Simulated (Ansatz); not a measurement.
A computed series for InSb: alloy series

The parent structure is InSb in the wurtzite structure (space group P6_3mc, No. 186; a cell from a computed database, its experimental status unchecked).

```
CELL_PARAMETERS angstrom
      4.59721     0.00000     0.00000
     -2.29861     3.98130     0.00000
      0.00000     0.00000     7.56553
ATOMIC_POSITIONS crystal
  In 0.33333 0.66667 0.01206
  In 0.66667 0.33333 0.51206
  Sb 0.33333 0.66667 0.63794
  Sb 0.66667 0.33333 0.13794
```

The other end (x = 1) is InAs in the wurtzite structure (space group P6_3mc, No. 186; a model cell, its experimental status unchecked): 28.19 Å³/atom, gap zero; this end may not be an ambient phase.

As replaces a fraction x of Sb; each row is one arrangement (x, atoms in the cell, starting space group or random), fully relaxed.

Method: DFT with PBEsol, PAW potentials and a 420 eV plane-wave cutoff in Ansatz (a first-principles code), without spin-orbit coupling, earlier PAW set.

```json
[
 {"As fraction x": "0", "volume per atom (Å³/atom)": "34.618"},
 {"As fraction x": "0.5 (Cm, 12 atoms)", "volume per atom (Å³/atom)": "31.305"},
 {"As fraction x": "0.667 (P6_3mc, 12 atoms)", "volume per atom (Å³/atom)": "?"},
 {"As fraction x": "0.75 (Pm, 8 atoms)", "volume per atom (Å³/atom)": "29.719"},
 {"As fraction x": "0.833 (R3, 12 atoms)", "volume per atom (Å³/atom)": "29.180"},
 {"As fraction x": "1", "volume per atom (Å³/atom)": "28.189"}
]
```

Problem. Fit V(x) = (1 − x) V(0) + x V(1) − b x(1 − x) with the ends held (b = 0 is Vegard's rule) to the rows shown and predict the withheld row.

Solution. Least squares on the printed values gives b = 0.43 Å³/atom, against 30.330 Å³/atom from the straight line alone (largest residual 0.022 Å³/atom); this predicts 30.234 Å³/atom, and the run gives 30.275 Å³/atom, 0.041 higher.

Each cell is one ordered arrangement of few atoms, which overstates ordering effects compared with a random alloy. With Sb present, leaving out spin-orbit coupling can change the band edges. No phonon test of stability was made. The base started in Cmc2_1 and relaxed to P6_3mc at this level. All final runs are without spin polarisation. Gaps under 0.05 eV, about the width of the smearing, are given as zero. This is not the structure that InSb has at room temperature and ambient pressure. This is not the structure that InAs has at room temperature and ambient pressure. A zero or small gap of In2SbAs, InSb, InAs and In3SbAs2 can be the functional's error rather than a property of the material.
